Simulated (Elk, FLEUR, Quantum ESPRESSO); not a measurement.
**One structure in several programs: NdCd₃ (Fm-3m, 4 atoms in the cell)**

Self-consistent single point.

```yaml
crystal:
  lattice:
    - [0.00000, 3.62678, 3.62678]
    - [3.62678, 0.00000, 3.62678]
    - [3.62678, 3.62678, 0.00000]
  atoms:
    - { symbol: Nd, position: [0.00000, 0.00000, 0.00000], spin: 3.0 }
    - { symbol: Cd, position: [0.25000, 0.25000, 0.25000] }
    - { symbol: Cd, position: [0.75000, 0.75000, 0.75000] }
    - { symbol: Cd, position: [0.50000, 0.50000, 0.50000] }
```
(The spins are starting values, not results.)

All programs got the same cell, k-point mesh and kind of occupations, and the same starting moments (in FLEUR's words: jspins = 2; fermiSmearingEnergy = 0.00499791 Htr; mesh (inpgen div1-3) = 7 7 7); potentials, basis and cutoffs are each program's usual ones.

```tsv
code	model	size of the net moment (μB/atom)	cutoff
FLEUR	PBEsol, all-electron FLAPW (FLEUR), scalar-relativistic valence	0.91	Kmax 3.8 1/bohr
Elk	PBEsol, all-electron FP-LAPW, Elk's shipped species files, APW+lo basis with extra local orbitals	0.91	rgkmax 7.5
Quantum ESPRESSO	PBEsol, SSSP 1.1.2 efficiency (PBE) pseudopotentials	0.90	50 Ry
```

The spread over the programs that give each value: size of the net moment within 0.01 μB/atom.

The starting cell comes from a database of computed structures (which also holds hypothetical and non-ambient phases and stackings), without a prior relaxation at this level. On FLEUR's run: Spin-orbit coupling is off. With one magnetic atom in the cell only a parallel order is possible. With U or open f shells several self-consistent states can exist. The f electrons are in the valence without U or exact exchange, which can misplace them near the Fermi level. Spin-orbit terms, which matter for f shells, are left out. Values depend on the basis (sphere radii, cutoffs, local orbitals), which need not be converged.

**Question.** Why do the programs differ, and what cannot be compared?

**Answer.** Differences of this kind can come from the potentials, where these differ, and from what each basis and cutoff leave unconverged. The valence holds different numbers of electrons (FLEUR 68, Quantum ESPRESSO 50). The zero of total energies and Fermi levels follows the potentials and each program's conventions, so they are not compared here. FLEUR and Elk treat all electrons, but the usual bases taken here (sphere radii, linearisation, local orbitals, empty states) were not tested for convergence, so the values are no reference for the others. Site moments depend on each program's spheres or projections; the total moment of the cell does not.

Left out of this page: Ansatz (with a known weakness of the program).
